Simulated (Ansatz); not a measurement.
# Defect calculation: B on the Si site + Sb on the Si site in silicon

The numbers are results of PBE, PAW (plane waves to 420 eV; Ansatz, an electronic-structure program), not measurements. Cell and caveats: 64-site cell; 2×2×2 shifted k-points; start: the Si site; Si 2.37 Å away; no spin–orbit coupling; finite-size errors of tenths of an eV; relaxed from one start, so a lower configuration may exist.

Neighbours after relaxation, in Å: of the B atom: Si 2.08, Si 2.08, Si 2.08, Sb 2.32; of the Sb atom: B 2.32, Si 2.60, Si 2.60, Si 2.60.

| charge | moment (μB) | point group | largest move off a lattice site (Å) |
|---|---|---|---|
| 0 | not spin-polarised | C3v | 0.23 |

Point groups are those of the whole cell at tolerances of 0.03 and 0.1 Å ("near" where only the looser one holds); none is given for unsettled states.

All states together cost around 15 core-minutes (rough).
